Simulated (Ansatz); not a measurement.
F on the 1x1 (0001) surface of hcp Sc, one in a 2x2 cell: adsorption energies (eV for each) against ½ F2(g) in Ansatz (plane waves, PAW). Structures relaxed with PBE; the other functionals are single points on them, with slab and gas at the same level. No dispersion, zero-point or thermal terms. Rows are starts at which the adsorbate stayed; left out, since it moved away, changed or didn't bind there, or the run didn't converge: bridge Sc-Sc (span 3.3 Å).

Model: 17-atom slab, 7.6 Å thick at the start under the adsorbate (thin: gaps and levels are the slab's own), 5x5x1 mesh, Fermi-Dirac 0.1 eV, dipole correction, 8 atoms held, the rest relaxed; each run with such symmetry as its start has; no spin, no spin-orbit, no U, no dispersion correction.

```
site                                      PBE   RPBE  r2SCAN
--------------------------------------  -----  -----  ------
top Sc                                  -4.94  -4.83   -5.23
hollow Sc-Sc-Sc                         -5.87  -5.68   -6.38
hollow Sc-Sc-Sc over Sc at depth 2.5 Å  -5.76  -5.58   -6.28
```

RPBE moves the energies by 0.16 eV on average against PBE and puts 'hollow Sc-Sc-Sc' lowest, as PBE does. r2SCAN moves the energies by -0.44 eV on average against PBE and puts 'hollow Sc-Sc-Sc' lowest, as PBE does.

Ansatz is a quantum-chemistry and plane-wave program.
